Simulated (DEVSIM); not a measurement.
Structure: illuminated Si n-on-p cell, one wavelength, at 350 K.

Layer 1 from the left is Si, thickness (μm) 0.250, Nd (cm⁻³) 1.3e18, τn (s) 1.5e-6, τp (s) 4.3e-5, absorption coefficient (cm⁻¹) 16000. Layer 2 from the left is Si, thickness (μm) 53.0, Na (cm⁻³) 3e15, τn (s) 0.0001, τp (s) 0.0001, absorption coefficient (cm⁻¹) 16000.

Left contact: ohmic, minority hole recombination velocity 20 cm/s. Right contact: ohmic, minority electron recombination velocity 1e6 cm/s. Voltage is applied to the left contact. Recombination: SRH at mid-gap, radiative, Auger. Light enters at the left, 4.1e16 photons cm⁻² s⁻¹, one pass, no reflection. Mobility is μmin + (μ − μmin)/(1 + (N/Nref)^α).

The device is made up for the run: typed textbook-type constants, with dimensions and the other settings drawn at random. Values at 300 K; Nc and Nv go as T^1.5, mobilities as T to minus their exponent, the gap by Varshni's rule with the affinity fixed.

Si: gap (eV) 1.124, affinity (eV) 4.05, permittivity 11.7, Nc (cm⁻³) 2.86e19, Nv (cm⁻³) 3.1e19, μn (cm²/Vs) 1417, μp (cm²/Vs) 470, μn,min 52, μp,min 45, Nref,n 9.7e16, Nref,p 2.2e17, αn 0.68, αp 0.72, T exponent of μn 2.3, T exponent of μp 2.2, B (cm³/s) 4.7e-15, Cn (cm⁶/s) 2.8e-31, Cp (cm⁶/s) 9.9e-32, Varshni α (eV/K) 0.000473, Varshni β (K) 636.

DEVSIM, 1D drift-diffusion, Boltzmann statistics, complete ionisation; no tunnelling, impact ionisation, image-force lowering or self-heating.

Dark forward current:

```csv
|V| (V),|J| (A/cm²)
0.05,1.727e-7
0.10,1.070e-6
0.15,5.755e-6
0.20,3.028e-5
0.25,0.0001588
0.30,0.0008324
0.35,0.004361
0.40,0.02278
0.45,0.1172
0.50,0.5672
0.55,2.350
0.60,7.944
0.65,22.83
0.70,59.20
0.75,144.4
0.80,336.3
0.85,727.4
0.90,1360
0.95,2159
```

Q: Work out the local ideality factor n = ΔV / (kT/q · ln(J2/J1)) between the rows 0.15 and 0.20 V, 0.90 and 0.95 V.

A: kT/q = 30.16 mV. From 0.15 to 0.20 V: ln(3.028e-5/5.755e-6) = 1.660, n = 1.00, near the 1 of diffusion or emission over a barrier. From 0.90 to 0.95 V: ln(2159/1360) = 0.462, n = 3.59.

Q: What current could the absorbed light give at most, and what share is collected?

A: Σ αd = 85.2, so qΦ(1 − exp(−Σ αd)) = 6.57 mA/cm². The simulated short-circuit current is 6.542 mA/cm², a share of 1.00.

Q: Estimate the open-circuit voltage by superposition: the voltage at which the dark current equals that short-circuit current.

A: Interpolating ln J in the table gives 0.362 V. The simulation gives 0.362 V, the same within the digits that matter. Superposition holds where collection doesn't change with voltage.

Q: Estimate the fill factor from FF0 = (v − ln(v + 0.72))/(v + 1), v = qVoc/(nkT), with n from the dark curve.

A: The rows about Voc, 0.35 and 0.40 V, give n = 1.00, so v = 12.0 and FF0 = 0.727. The simulation gives 0.729, the same within the digits that matter.
